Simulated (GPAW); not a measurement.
Habitual settings against a tight run: Tl (P6_3/mmc, 4 atoms in the cell)

Self-consistent single point.

```xyz
4
Lattice="3.4413 0.0000 0.0000 -1.7206 2.9802 0.0000 0.0000 0.0000 11.0493" Properties=species:S:1:pos:R:3 pbc="T T T"
Tl     0.0000     0.0000     0.0000
Tl     0.0000     0.0000     5.5247
Tl     0.0000     1.9868     2.7623
Tl     1.7206     0.9934     8.2870
```

Method: PBE, GPAW PAW datasets PBE (gpaw-data 1.0.1) (plane waves; GPAW).

Base settings: mode = pw; ecut = 600 eV; xc = PBE; kpts = 9 9 3; mesh shift (steps) = 0 0 0; occupations.name = methfessel-paxton; occupations.width = 0.136 eV; occupations.order = 0; nbands = -12; convergence.density = 1e-05 e/electron; convergence.energy = 1e-05 eV/electron; symmetry.symmorphic = false.

Tight run (finer mesh or higher cutoff; not a proven limit): ecut: 600 eV → 840 eV; kpts: 9 9 3 → 13 13 5; convergence.density: 1e-05 e/electron → 2e-07 e/electron; convergence.energy: 1e-05 eV/electron → 2e-11 eV/electron; convergence.eigenstates: default → 2e-15. It gave Fermi level (on the code's own zero) 7.34 eV; pressure 3.03 GPa.

Quick runs, as changes from the base:
- A: the base itself
- B: ecut: 600 eV → 300 eV; xc: PBE → LDA; kpts: 9 9 3 → 2 2 2; kpts_shift: 0 0 0 → 0.5 0.5 0.5; occupations.width: 0.136 eV → 0.5 eV; occupations.order: 0 → 1; potentials: GPAW PAW datasets LDA (gpaw-data 1.0.1) [LDA (Perdew-Wang 92)]
- C: ecut: 600 eV → 480 eV; kpts: 9 9 3 → 6 6 6; occupations.name: methfessel-paxton → fermi-dirac; occupations.width: 0.136 eV → 0.5 eV; occupations.order: 0 → default; convergence.density: 1e-05 e/electron → 0.0002 e/electron; convergence.energy: 1e-05 eV/electron → 2e-05 eV/electron; convergence.eigenstates: default → 2e-09
- D: ecut: 600 eV → 420 eV; kpts: 9 9 3 → 4 4 4
- E: ecut: 600 eV → 360 eV; kpts: 9 9 3 → 1 1 1
- F: ecut: 600 eV → 420 eV; xc: PBE → LDA; kpts: 9 9 3 → 8 8 8; occupations.width: 0.136 eV → 0.2 eV; potentials: GPAW PAW datasets LDA (gpaw-data 1.0.1) [LDA (Perdew-Wang 92)]

Energies are extrapolated to zero smearing width, which holds to low order in the width alone.

Dashes: energy of B, F, another energy zero; time of B, D, E, under 30 s.

† marks runs with another functional, U, potentials or spin treatment: their distance from the tight run is not a convergence error alone.

The count of work is k-points × plane waves × bands × iterations; it is no time. Core times come from one kind of shared machine and are given to one figure; runs under 30 s give none.

The starting cell comes from a database of computed structures (which also holds hypothetical and non-ambient phases and stackings), without a prior relaxation at this level. Its lattice was rescaled by a random factor within 2.5 % of one. In the base run, with a pressure of about 3 GPa the cell is away from its equilibrium volume at this level.

| run | energy less tight (meV/atom) | count of work / tight | core time / tight (rough) |
|---|---|---|---|
| A | 1.3 | 0.11 | 0.10 |
| B† | – | 0.0032 | – |
| C | -2.7 | 0.062 | 0.08 |
| D | 117.7 | 0.032 | – |
| E | -3060.1 | 0.00095 | – |
| F† | – | 0.13 | 0.2 |

Among the runs at the tight run's level, the energy misses run from 1.3 to 3060.1 meV/atom.
